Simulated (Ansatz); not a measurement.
W2B (space group P4/nmm, No. 129; a hypothetical phase, not in the database extracts checked)

```
CELL_PARAMETERS angstrom
      3.46198     0.00000     0.00000
      0.00000     3.46198     0.00000
      0.00000     0.00000     6.36225
ATOMIC_POSITIONS crystal
  W  0.00000 0.00000 0.00000
  W  0.50000 0.50000 0.00000
  W  0.50000 0.00000 0.36054
  W  0.00000 0.50000 0.63946
  B  0.50000 0.00000 0.72160
  B  0.00000 0.50000 0.27840
```

Calculations: PBE-D3(BJ) (Ansatz, a program for electronic structure), no spin-orbit coupling. k-mesh 13×13×8 (Γ-centred); smearing 0.05 eV (Fermi–Dirac).

```yaml
volume_per_atom: 12.71 Å³
density: 16.48 g/cm³
band_gap: zero
total_energy: -6975.474 eV/atom (σ→0; compares only within this code and set-up)
```

Stability against distortions was not tested. The final runs are not spin-polarised. The D3 term's C6 switches between coordination references near this geometry, which can add small steps to energies.
